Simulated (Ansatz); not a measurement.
For Be2Sn (model structure, started from the fluorite type, Fm-3m, No. 225, 3 atoms in the cell), PBE (Ansatz, a first-principles code, PAW) gives:

```
Property                   Value
------------------  ------------
lattice constant a       5.812 Å
bulk modulus            72.3 GPa
cohesive energy     2.99 eV/atom
```

**Question.** What does r²SCAN (Ansatz, plane waves, PAW) give for the same quantities?

**Answer.** 
- lattice constant a: 5.802 Å (drops by 0.2 %)
- bulk modulus: 75.7 GPa (rises by 4.7 %)
- cohesive energy: 3.08 eV/atom (grows by 0.09 eV/atom)

Changes are worked out from the printed values.

Unless a cell is named, each level is at its own relaxed cell (PBE 16.36, r²SCAN 16.27 Å³/atom).

Levels without +SOC leave out spin–orbit coupling, which shifts energies and cells of such heavy elements.

Caveats: the bulk modulus is −V dP/dV from two relaxed cells at ±2 % in volume (PBE, r²SCAN). Ansatz's density-functional and Hartree–Fock values are scalar-relativistic unless marked +SOC, with PAW data made under PBE.

A model structure was made by putting elements into a prototype or built by hand; it is no filed structure, need not be a known phase, and can be a saddle point held by its symmetry.
